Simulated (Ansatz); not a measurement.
Start from CdS in the wurtzite structure (space group P6_3mc, No. 186; a = 4.1235 Å, c = 6.7111 Å). Axes: x lies along a and z along c of the hexagonal cell.

All numbers come from PBEsol in Ansatz (plane waves to 420 eV, PAW, spin-orbit coupling left out).

Perturbation: uniaxial strain ε_yy = −1.19 %, all other strain components held at zero, atoms relaxed at fixed cell.

Task: Predict the stress tensor and what it implies for the stiffness.

Result: Stress of the strained cell less that of the base (GPa, compression positive):
```
   0.66    0.00    0.00
   0.00    1.04    0.00
   0.00    0.00    0.54
```

Then −Δσ_ii/ε with ε = -0.0119 gives relaxed-ion elastic constants: C22 ≈ 87 GPa, C12 ≈ 55 GPa and C23 ≈ 45 GPa.

Whether these cells are dynamically stable was not tested.

Ansatz is a quantum-chemistry and plane-wave program.
